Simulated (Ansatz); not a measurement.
The parent structure is Ir in the fcc (Cu type) structure (space group Fm-3m, No. 225; a = 3.845 Å; relaxed with 0.1 eV smearing).

The values are results of r2SCAN, PAW, 500 eV (Ansatz, a first-principles code; no spin-orbit coupling), not measurements.

Strains are applied to the cell and any free atomic positions relax.

One change was made to it. Results:

```csv
quantity,base,after
energy relative to the base (free energy F),0 meV/atom,+3.8 meV/atom
pressure,0.0 GPa,5.9 GPa
```

Question: Which change produced these results?
A) isotropic strain −2.00 %
B) isotropic strain −0.50 %
C) isotropic strain −1.50 %

Answer: B, isotropic strain −0.50 %. For comparison, the energy relative to the base in the other runs: isotropic strain −2.00 % gives +65 meV/atom; isotropic strain −1.50 % gives +36 meV/atom.

Stability against distortions was not tested. All final runs are without spin polarisation.
